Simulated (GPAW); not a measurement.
**Worked example: self-consistent single point of Al (Fm-3m, 1 atom in the cell) in GPAW**

Level of theory: PBEsol, GPAW PAW datasets PBEsol (made by gpaw-setup) (plane waves; GPAW 25.7.0).

This input was run:

```python
from ase import Atoms
from ase.units import GPa
from gpaw import GPAW, PW

atoms = Atoms(['Al'],
              cell=[[0.000000, 2.031075, 2.031075],
                    [2.031075, 0.000000, 2.031075],
                    [2.031075, 2.031075, 0.000000]],
              positions=[[0.000000, 0.000000, 0.000000]],
              pbc=True)

calc = GPAW(mode=PW(600),
            xc='PBEsol',
            kpts={'size': (14, 14, 14), 'gamma': True},
            occupations={'name': 'methfessel-paxton', 'width': 0.1, 'order': 0},
            nbands=-5,
            convergence={'forces': 0.001},
            symmetry={'symmorphic': False, 'tolerance': 0.0005},
            maxiter=100,
            txt='-')

atoms.calc = calc

energy = atoms.get_potential_energy()
print('Energy (eV):', round(energy, 6))
forces = atoms.get_forces()
print('Forces (eV/Ang):')
print(forces.round(5))
stress = atoms.get_stress()
print('Stress (GPa, Voigt):', (stress / GPa).round(4))
```

The program printed (abridged):

```
Input parameters:
  convergence: {forces: 0.001}
  kpts: {gamma: True,
         size: (14, 14, 14)}
  maxiter: 100
  mode: {ecut: 600.0,
         name: pw}
  nbands: -5
  occupations: {name: methfessel-paxton,
                order: 0,
                width: 0.1}
  symmetry: {symmorphic: False,
             tolerance: 0.0005}
  xc: PBEsol

species:
  Al:
    name: Aluminium
    Z: 13.0
    valence: 3
    core: 10
    charge: 0.0
    file: Al.PBEsol.gz

    # Using partial waves for Al as LCAO basis

Reference energy: -6590.127727  # eV

Spin-paired calculation

Convergence criteria:
 Maximum [total energy] change in last 3 cyles: 0.0005 eV / valence electron
 Maximum integral of absolute [dens]ity change: 0.0001 electrons / valence electron
 Maximum integral of absolute [eigenst]ate change: 4e-08 eV^2 / valence electron
 Maximum change in the atomic [forces] across last 2 cycles: 0.001 eV/Ang OR
Maximum error relative to the maximum force is below inf
 Maximum number of scf [iter]ations: 100

Symmetries present (total): 48
Symmetries with fractional translations: 0
2744 k-points: 14 x 14 x 14 Monkhorst-Pack grid + [1/28,1/28,1/28]
104 k-points in the irreducible part of the Brillouin zone
       k-points in crystal coordinates                weights
   0:     0.00000000    0.00000000    0.00000000          1/2744
   1:     0.07142857    0.07142857    0.00000000          6/2744
   2:     0.07142857    0.07142857    0.07142857          8/2744
   [... 7 lines left out ...]
          ...
 103:     0.50000000    0.50000000    0.50000000          4/2744

Wave functions: Plane wave expansion
  Cutoff energy: 600.000 eV
  Number of coefficients (min, max): 537, 568
  Pulay-stress correction: 0.000000 eV/Ang^3 (de/decut=0.000000)

Occupation numbers: Methfessel-Paxton:
  width: 0.1000  # eV
  order: 0

Eigensolver

Densities:
  Coarse grid: 18*18*18 grid
  Fine grid: 36*36*36 grid
  Total Charge: 0.000000

Density mixing:
  Method: separate
  Backend: pulay
  Linear mixing parameter: 0.05
  old densities: 5
  Damping of long wavelength oscillations: 50

Hamiltonian:
  XC and Coulomb potentials evaluated on a 36*36*36 grid
  External potential:
    NoExternalPotential

XC parameters: PBEsol with 2 nearest neighbor stencil

Number of atoms: 1
Number of atomic orbitals: 4
Number of bands in calculation: 6
Number of valence electrons: 3
Bands to converge: occupied

Density initialized from atomic densities
  4 bands from LCAO basis set
  2 bands from random numbers

Atomic positions and initial magnetic moments

Positions:
   0 Al     0.000000    0.000000    0.000000    ( 0.0000,  0.0000,  0.0000)

Unit cell:
           periodic     x           y           z      points  spacing
  1. axis:    yes    0.000000    2.031075    2.031075    18     0.1303
  2. axis:    yes    2.031075    0.000000    2.031075    18     0.1303
  3. axis:    yes    2.031075    2.031075    0.000000    18     0.1303

  Lengths:   2.872374   2.872374   2.872374
  Angles:   60.000000  60.000000  60.000000

Effective grid spacing dv^(1/3) = 0.1422

     iter     time        total  log10-change:
                         energy   eigst   dens  force
iter:   1 --:--:--    -4.078509
iter:   2 --:--:--    -4.078463   -2.89  -0.93
iter:   3 --:--:--    -4.073686   -2.87  -0.96
iter:   4 --:--:--    -4.073341   -5.13  -1.92
iter:   5 --:--:--    -4.073356c  -6.35  -2.36
iter:   6 --:--:--    -4.073438c  -5.14  -2.40
iter:   7 --:--:--    -4.073436c  -7.56c -3.21
iter:   8 --:--:--    -4.073440c  -6.35  -2.99
iter:   9 --:--:--    -4.073440c  -8.43c -4.32c
iter:  10 --:--:--    -4.073440c  -9.24c -4.71c -24.39c

Converged after 10 iterations.

Dipole moment: (-0.000000, 0.000000, -0.000000) |e|*Ang

Energy contributions relative to reference atoms: (reference = -6590.127727)

Kinetic:         +3.370892
Potential:       -1.570484
External:        +0.000000
XC:              -5.866153
Entropy (-ST):   -0.002611
Local:           -0.006388
SIC:             +0.000000
--------------------------
Free energy:     -4.074745
Extrapolated:    -4.073440

Showing only first 2 kpts
 Kpt  Band  Eigenvalues  Occupancy
  0     0     -4.07088    2.00000
  0     1     19.48954    0.00000
  0     2     19.48961    0.00000

  1     0     -3.88791    2.00000
  1     1     18.03672    0.00000
  1     2     18.03672    0.00000

Fermi level: 6.92482

No gap
No difference between direct/indirect transitions
Energy (eV): -4.07344

Forces in eV/Ang:
  0 Al    0.00000   -0.00000   -0.00000

Stress tensor:
     0.017088     0.000000     0.000000
     0.000000     0.017088     0.000000
     0.000000     0.000000     0.017088
Stress (GPa, Voigt): [2.7378 2.7378 2.7378 0.     0.     0.    ]
```

The run converged in 10 iterations. GPAW prints stress with tension positive.

The starting cell has typed, rounded lattice constants, without a prior relaxation at this level. Its lattice was rescaled by up to half a per cent.
